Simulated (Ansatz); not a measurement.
Y₂BiO₂ (space group I4/mmm, No. 139; a cell from a computed database, its experimental status unchecked)

```yaml
crystal:
  lattice:
    - [-1.91790, 1.91790, 6.67592]
    - [1.91790, -1.91790, 6.67592]
    - [1.91790, 1.91790, -6.67592]
  atoms:
    - { symbol: Y, position: [0.66797, 0.66797, 0.00000] }
    - { symbol: Y, position: [0.33203, 0.33203, 0.00000] }
    - { symbol: Bi, position: [0.00000, 0.00000, 0.00000] }
    - { symbol: O, position: [0.75000, 0.25000, 0.50000] }
    - { symbol: O, position: [0.25000, 0.75000, 0.50000] }
```

Level of theory: Ansatz (a program for electronic structure), PBEsol, PAW, cutoff 420 eV, no spin-orbit coupling. k-mesh 17×17×17 (Γ-centred); smearing 0.05 eV (Fermi–Dirac).

```json
{
  "volume_per_atom": "19.65 Å³",
  "density": "7.08 g/cm³",
  "band_gap": "zero",
  "total_energy": "-4192.519 eV/atom (σ→0; compares only within this code and set-up)"
}
```

Whether these cells are dynamically stable was not tested. The final runs are not spin-polarised. An odd electron count without spin: Y2BiO2.
